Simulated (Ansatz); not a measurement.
Start from BN in the wurtzite structure (space group P6_3mc, No. 186; a = 2.541 Å, c = 4.203 Å). Axes: x lies along a and z along c of the hexagonal cell.

Calculations: DFT with PBEsol, PAW potentials and a 420 eV plane-wave cutoff in Ansatz (a first-principles code), without spin-orbit coupling.

Strains are applied to the cell and any free atomic positions relax; under biaxial strain the out-of-plane vector relaxes too.

One change was made to it. Results:

The band gap shrinks by 0.125 eV, from 4.96 eV to 4.84 eV; the valence-band top at Γ (three highest levels, from the VBM) becomes 0.00, 0.00, -0.38 eV (base: 0.00, 0.00, -0.28 eV); the smallest direct gap grows by 0.044 eV (8.21 eV → 8.26 eV).

Task: What was done to the base?
A. biaxial strain −0.60 %, plane normal [001], relaxed out of plane
B. biaxial strain −1.20 %, plane normal [001], relaxed out of plane
C. biaxial strain −3.00 %, plane normal [001], relaxed out of plane
D. biaxial strain −1.80 %, plane normal [001], relaxed out of plane

Result: B, biaxial strain −1.20 %, plane normal [001], relaxed out of plane. For comparison, the band gap in the other runs: biaxial strain −1.80 %, plane normal [001], relaxed out of plane gives 4.77 eV; biaxial strain −3.00 %, plane normal [001], relaxed out of plane gives 4.61 eV; biaxial strain −0.60 %, plane normal [001], relaxed out of plane gives 4.91 eV.

No phonon test of stability was made.
